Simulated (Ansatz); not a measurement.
The structure below was relaxed with DFT with PBE, PAW potentials and a 420 eV plane-wave cutoff in Ansatz (an electronic-structure program), spin-orbit coupling left out, earlier PAW set.

```xyz
8
Lattice="-2.4932 2.4932 4.6342 2.4932 -2.4932 4.6342 2.4932 2.4932 -4.6342" Properties=species:S:1:pos:R:3 pbc="T T T"
As     0.0000     0.0000     4.6342
Ga     0.0000     0.0000     0.0000
As     2.4932     0.0000     2.3171
Ga     0.0000     2.4932     2.3171
B     -1.1573     1.2466     5.7928
B      3.6505     1.2466     1.1586
B      1.2466     1.1573     3.4757
B      1.2466     1.3359    -1.1586
```

**Question.** Find the space group and the Wyckoff positions.

**Answer.** Space group I-42d (No. 122); a = 4.9864 Å, b = 4.9864 Å, c = 9.2684 Å, α = 90.00°, β = 90.00°, γ = 90.00°

```tsv
atom	site	symmetry	x	y	z
As	4b	-4..	0.0000	0.0000	0.5000
Ga	4a	-4..	0.0000	0.0000	0.0000
B	8d	.2.	0.2500	0.2321	0.3750
```

**Question.** Describe the coordination.

**Answer.** The crystal has 16 atoms in its conventional cell. Conventional cell: a = 4.986 Å, b = 4.986 Å, c = 9.268 Å, α = 90.00°, β = 90.00°, γ = 90.00°. As sees 4 B at 2.058 Å (tetrahedral). Ga is surrounded by 4 B at 2.164 Å (tetrahedral). B has 2 As at 2.058 Å and 2 Ga at 2.164 Å (tetrahedral). (Neighbours: up to the widest gap in distance over summed covalent radii, below 1.35, at either atom; cation-cation and far metal-metal contacts left out.)

Each cell is one ordered arrangement of few atoms, which overstates ordering effects compared with a random alloy. No phonon test of stability was made. All final runs are without spin polarisation. The cell was made from BAs by this change: x(Ga) = 0.5, 8 atoms, I-42d.
